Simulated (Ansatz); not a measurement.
**Migration barriers: interstitial Li in silicon, charge state +1**

Defect migration in silicon: interstitial Li, charge state +1. These are PBE, PAW (plane waves to 420 eV; Ansatz, a quantum-chemistry and plane-wave program) values and carry that method's errors.

Settings: 216 host sites, the relaxed PBE lattice, the Γ point alone, smearing 0.01 eV, spin-restricted, no image-charge correction. Static, classical nuclei. The charge state is imposed; whether it is stable for some Fermi level was not computed. Sites that were not tried may lie lower.

Barriers: single points on a 2×2×2 k-point mesh shifted by half a step at the bands' geometries.

| Route | Start site over the lowest site run (eV) | Hop (Å) | Forward barrier (eV) | Backward barrier (eV) | Neighbours at the start | Neighbours at the saddle | Saddle order | Forward, on the band's own sampling (eV) |
|---|---|---|---|---|---|---|---|---|
| a direct jump of one Li atom | 0.00 | 2.36 | 0.59 | 0.59 | 4 Si at 2.45, 6 Si at 2.75 Å | 6 Si at 2.37 Å | not checked, on a symmetry element | 0.60 |

Paths come from nudged elastic bands with a climbing image.  A band can be held on a symmetry element, so unchecked saddle points there may be too high.
